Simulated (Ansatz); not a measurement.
Start from SiC in the wurtzite structure (space group P6_3mc, No. 186).

```yaml
crystal:
  lattice:
    - [3.09192, 0.00000, 0.00000]
    - [-1.54596, 2.67768, 0.00000]
    - [0.00000, 0.00000, 5.07421]
  atoms:
    - { symbol: Si, position: [0.66667, 0.33333, 0.00052] }
    - { symbol: Si, position: [0.33333, 0.66667, 0.50052] }
    - { symbol: C, position: [0.66667, 0.33333, 0.62468] }
    - { symbol: C, position: [0.33333, 0.66667, 0.12468] }
```

Cartesian axes are those of the cell as printed.

All numbers come from PBE (Ansatz, a first-principles code), scalar-relativistic without spin-orbit coupling, earlier PAW set.

Before the change:

```
Property               Value
-------------------  -------
Band gap             2.31 eV
Smallest direct gap  3.95 eV
```

It is then changed as follows: biaxial strain −4.57 %, plane normal [001], relaxed out of plane (Cartesian); in-plane vectors clamped, the third vector and the atoms free.

### Question
Estimate the effect on the ratio −ε⊥/ε∥.

### Answer
The ratio −ε⊥/ε∥ is 0.21.

### Question
What does the calculation give for the band gap after the change?

### Answer
The band gap shrinks by 0.683 eV, from 2.31 eV to 1.62 eV.

### Question
What does the calculation give for the in-plane stress after the change?

### Answer
The mean in-plane stress (compression positive) comes out as +32.2 GPa.

### Question
Predict the new smallest direct gap.

### Answer
The smallest direct gap rises by 0.54 eV to 4.49 eV.

Whether these cells are dynamically stable was not tested.
